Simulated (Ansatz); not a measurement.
A calculation on SnCl (P6₃mc, No. 186, 4 atoms in the cell; start mp-978928) returned lattice constant a 3.420 Å, lattice parameter c 10.008 Å, cohesive energy 3.13 eV/atom.

Question: Which level of theory produced these numbers?
A. PBE-D3(BJ) (Ansatz, an electronic-structure program)
B. PBE (Ansatz)
C. LDA (Ansatz)
D. PBEsol (Ansatz)

Answer: A, PBE-D3(BJ) (Ansatz)

The others give: PBEsol 3.393 Å, 9.904 Å, 3.17 eV/atom; PBE 3.503 Å, 10.202 Å, 2.85 eV/atom; LDA 3.346 Å, 9.805 Å, 3.57 eV/atom.

Unless a cell is named, each level is at its own relaxed cell (LDA 23.76, PBE 27.11, PBE-D3(BJ) 25.34, PBEsol 24.69 Å³/atom).

Caveats: a distance lies near a switch of the dispersion term, which can move the cell (PBE-D3(BJ)); the relaxation could not lower the start's symmetry, so the cell can be a saddle point above a distorted one (PBEsol, PBE, LDA, PBE-D3(BJ)). Ansatz's density-functional and Hartree–Fock values are scalar-relativistic unless marked +SOC, with PAW data made under PBE.

A start named mp-… is a Materials Project structure, which need not be a measured phase.
